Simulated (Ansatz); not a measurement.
Take TiAl3 (space group I4/mmm, No. 139; relaxed with 0.1 eV smearing) as the base.

```
CELL_PARAMETERS angstrom
     -1.91312     1.91312     4.27709
      1.91312    -1.91312     4.27709
      1.91312     1.91312    -4.27709
ATOMIC_POSITIONS crystal
  Al 0.50000 0.50000 0.00000
  Al 0.75000 0.25000 0.50000
  Al 0.25000 0.75000 0.50000
  Ti 0.00000 0.00000 0.00000
```

Cartesian axes are those of the cell as printed.

All numbers come from r2SCAN/PAW in Ansatz (a quantum-chemistry and plane-wave program), no spin-orbit coupling.

Before the change:

```
Item                             Value
-----------------------------  -------
Shortest interatomic distance  2.706 Å
```

Perturbation: tensor shear ε_yz = −3.02 % (engineering shear γ = -0.0604); the atoms relax in the strained cell.

**Question.** Predict the new stress.

**Answer.** The stress (xx, yy, zz, yz, xz, xy; compression positive) is (0.0, 0.7, 0.7, 6.4, 0.0, 0.0) GPa.

**Question.** Predict the new shortest interatomic distance.

**Answer.** The shortest interatomic distance shrinks by 0.0124 Å, from 2.706 Å to 2.693 Å.

**Question.** Predict the new energy relative to the base.

**Answer.** The energy goes up by 19 meV/atom.

No phonon test of stability was made. All final runs are without spin polarisation.
